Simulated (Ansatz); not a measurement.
The parent structure is InAs in the zinc blende structure (space group F-43m, No. 216).

```
CELL_PARAMETERS angstrom
      0.00000     3.09317     3.09317
      3.09317     0.00000     3.09317
      3.09317     3.09317     0.00000
ATOMIC_POSITIONS crystal
  In 0.00000 0.00000 0.00000
  As 0.25000 0.25000 0.25000
```

Cartesian axes are those of the cell as printed.

Method: PBE/PAW in Ansatz (an electronic-structure program), no spin-orbit coupling.

One thing is altered: an isotropic linear strain of +2.50 %; the atoms relax in the strained cell.

### Question
Predict the stress tensor and what it implies for the stiffness.

### Answer
Stress of the strained cell less that of the base (GPa, compression positive):
```
   -3.0     0.0     0.0
    0.0    -3.0     0.0
    0.0     0.0    -3.0
```

Then B = −ΔP/(ΔV/V₀) with ΔV/V₀ = 0.0769 gives secant stiffness values (nonlinear terms included at this strain): B ≈ 39 GPa.

As a check, the harmonic strain energy −½ V₀ Δσ:ε is 21 meV/atom; the computed energy rise is 23 meV/atom.

The mesh was chosen for an insulator and is coarse for the gapless case. No phonon test of stability was made. The final runs are not spin-polarised.
